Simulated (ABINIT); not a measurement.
Worked example: self-consistent single point of ScIn (P4/mmm, 2 atoms in the cell) in ABINIT.

Computed with PBEsol, norm-conserving pseudopotentials (PseudoDojo nc-sr-04 PBEsol standard) (plane waves; ABINIT).

The change in words: lattice scaled by 0.98. Reference geometry:
```
ScIn
1.0
    3.24414     0.00000     0.00000
    0.00000     3.24414     0.00000
    0.00000     0.00000     4.44719
Sc In
1 1
Cartesian
  0.00000   0.00000   0.00000
  1.62207   1.62207   2.22359
```
Moments meant for the start (each program seeds them in its own way; μB, in the order of the atoms Sc In): 1.0 0.0.

Reference input (self-consistent single point, DFT, PBEsol, plane waves, norm-conserving pseudopotentials (PseudoDojo nc-sr-04 PBEsol standard)): pseudos = [Sc.upf, In.upf]; ecut = 39 Ha; nsppol = 2; occopt = 7; tsmear = 0.2 eV; ngkpt = 8 8 6; nshiftk = 1; shiftk = 0 0 0; potentials = PseudoDojo nc-sr-04 PBEsol standard; nband = 18; kptopt = 1; nstep = 100. This run's input differs from it in these lines:

```diff
@@ -5,5 +5,5 @@
 rprim
-         6.1305398894    0.0000000000    0.0000000000
-         0.0000000000    6.1305398894    0.0000000000
-         0.0000000000    0.0000000000    8.4039673447
+         6.0079287893    0.0000000000    0.0000000000
+         0.0000000000    6.0079287893    0.0000000000
+         0.0000000000    0.0000000000    8.2358875443
 natom 2
```

The program printed (abridged):

```
--- !BeginCycle
solver: {iscf: 7, nstep: 100, nline: 4, wfoptalg: 0, }
tolerances: {tolvrs: 1.00E-11, }
...

     iter   Etot(hartree)     deltaE(h) residm    vres2    magn
 ETOT  1  -114.28968567702    -1.14E+02 6.24E-01 1.06E+02 0.308
 ETOT  2  -114.65544340558    -3.66E-01 1.17E-01 5.67E+01 0.346
 ETOT  3  -114.66054248592    -5.10E-03 9.56E-02 5.91E+00 0.288
 ETOT  4  -114.66090820924    -3.66E-04 9.31E-02 3.39E-01 0.293
 ETOT  5  -114.66093786551    -2.97E-05 2.00E-02 6.23E-02 0.284
   [... 7 lines left out ...]
 ETOT 13  -114.66094363720    -1.09E-10 1.73E-03 1.25E-08 0.280
 ETOT 14  -114.66094363720    -5.20E-12 1.46E-03 7.89E-10 0.280
 ETOT 15  -114.66094363720     2.20E-12 1.13E-03 5.08E-11 0.280
 ETOT 16  -114.66094363720    -3.41E-13 5.43E-04 4.60E-12 0.280
 At SCF step   16       vres2   =  4.60E-12 < tolvrs=  1.00E-11 =>converged.

 Cartesian components of stress tensor (hartree/bohr^3)
  sigma(1 1)=  3.60084977E-05  sigma(3 2)=  0.00000000E+00
  sigma(2 2)=  3.60084977E-05  sigma(3 1)=  0.00000000E+00
  sigma(3 3)=  7.43558721E-05  sigma(2 1)=  0.00000000E+00

 Integrated electronic and magnetization densities in atomic spheres:
 Radius=ratsph(iatom), smearing ratsm=  0.0000. Diff(up-dn)=approximate z local magnetic moment.
 Atom    Radius    up_density   dn_density  Total(up+dn)  Diff(up-dn)
    1   2.00000     4.302695     4.161653      8.464348     0.141041
    2   2.00000     4.954425     4.955388      9.909813    -0.000963
  Sum:              9.257120     9.117041     18.374161     0.140079
 Total magnetization (from the atomic spheres):             0.140079
   [... lines left out ...]
 Total magnetization (exact up - dn):                       0.279743
 Fermi (or HOMO) energy (eV) =   8.21353   Average Vxc (eV)= -11.07210
   [... lines left out ...]
total_energy        : -1.14660943637202E+02
total_energy_eV     : -3.12008295106172E+03
band_energy         : -8.50303430080908E+00
...

-Cartesian components of stress tensor (GPa)         [Pressure= -1.4355E+00 GPa]
- sigma(1 1)=  1.05940640E+00  sigma(3 2)=  0.00000000E+00
- sigma(2 2)=  1.05940640E+00  sigma(3 1)=  0.00000000E+00
- sigma(3 3)=  2.18762492E+00  sigma(2 1)=  0.00000000E+00

 Calculation completed.
```

The run converged in 16 iterations. Against the reference run the free energy drops by 28.4 meV/atom, the pressure goes from -5.02 to -1.44 GPa and the size of the net moment stays at 0.14 μB/atom.

The starting cell comes from a database of computed structures (which also holds hypothetical and non-ambient phases and stackings), without a prior relaxation at this level. Its lattice was rescaled by a random factor within 2.5 % of one. For this run, on top of that: lattice scaled by 0.98. The moments shrank to a small part of their start, a low-spin state that need not be the lowest.

Cost on one core of a shared machine: roughly 10 min.
